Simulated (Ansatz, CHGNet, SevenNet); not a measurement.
## L1₀ (CuAu-type) FePt: properties by level of theory

Reference values: lattice constant a 2.727 Å (measured, room temperature, no zero-point or thermal correction, P4/mmm two-atom cell, a_fct/√2; as tabulated in Sawada et al. (2023), arXiv:2212.12065); lattice parameter c 3.726 Å (measured, room temperature, no zero-point or thermal correction, 0.1 GPa; as tabulated in Sawada et al. (2023), arXiv:2212.12065); formation enthalpy -0.238 ± 0.02 eV/atom (measured, 298 K, copied from a table, unchecked, not corrected to a static lattice; as tabulated in Wang et al. (2021), doi:10.1038/s41598-021-94550-5).

| level (code) | lattice parameter a (Å) | c axis length (Å) | enthalpy of formation (eV/atom) |
|---|---|---|---|
| CHGNet-r²SCAN | 2.778 | … | … |
| SevenNet-l3i5 | … | 3.772 | -0.274 |
| LDA (Ansatz) | 2.661 | 3.679 | … |
| PBEsol (Ansatz) | 2.687 | 3.716 | -0.200 |
| HSE06 (Ansatz) | 2.748 | … | -0.531 |

Problem. Some entries are withheld; supply them.

Solution. 
- CHGNet-r²SCAN, c axis length (Å): 3.642
- CHGNet-r²SCAN, enthalpy of formation (eV/atom): -0.322
- SevenNet-l3i5, lattice parameter a (Å): 2.731
- LDA (Ansatz, an electronic-structure program), enthalpy of formation (eV/atom): -0.157
- HSE06 (Ansatz), c axis length (Å): 3.750

Differences from the reference values (errors of the level alone only where the reference is corrected to a static lattice):

```tsv
level	lattice constant a (%)	lattice parameter c (%)	formation enthalpy (eV/atom)
CHGNet-r²SCAN	+1.87	-2.25	-0.084
SevenNet-l3i5	+0.15	+1.23	-0.036
LDA	-2.42	-1.26	+0.081
PBEsol	-1.47	-0.27	+0.038
HSE06	+0.77	+0.64	-0.293
```

Nearest: lattice constant a, not ranked (reference at room or unstated temperature); lattice parameter c, not ranked (reference at room or unstated temperature); formation enthalpy, not ranked (one source).

Machine-learned potentials (CHGNet-r²SCAN, SevenNet-l3i5) are trained on DFT data: a solid inside that data is no test of them.

Ansatz's density-functional and Hartree–Fock values are scalar-relativistic unless marked +SOC, with PAW data made under PBE.

Spin-polarised runs: LDA (parallel moments), PBEsol (parallel moments), HSE06 (parallel moments).

Differences are worked out from the printed values.

The computed numbers hold no vibrational or temperature effects.
